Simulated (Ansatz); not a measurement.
Defect migration in rock-salt TiN: interstitial O, neutral cell. Computed with PBE, PAW (plane waves to 420 eV; Ansatz, a first-principles code).

Settings: 64 host sites, the relaxed PBE lattice, a 3×3×3 k-point mesh shifted by half a step, smearing 0.10 eV, spin-restricted, no image-charge correction. No zero-point or tunnelling terms. Sites that were not tried may lie lower.

Barriers: single points on a 4×4×4 k-point mesh shifted by half a step at the bands' geometries.

The step: a concerted move, in which O travels most; the atom moves 2.12 Å along (0.50, 0.00, 0.00) of the unit cell; the moving atom starts with neighbours 4 N at 2.14; 4 Ti at 1.91 Å and ends with 4 N at 2.14; 4 Ti at 1.91 Å.

Task: What migration barrier of this step does PBE, PAW give?

Result: 1.77 eV, the same both ways. At the saddle the moving atom has neighbours N at 1.84, N at 2.23; 2 Ti at 1.84, Ti at 2.02, Ti at 2.35 Å. The saddle point's order was not checked, and it lies on a symmetry element of the cell, where a band can be held.
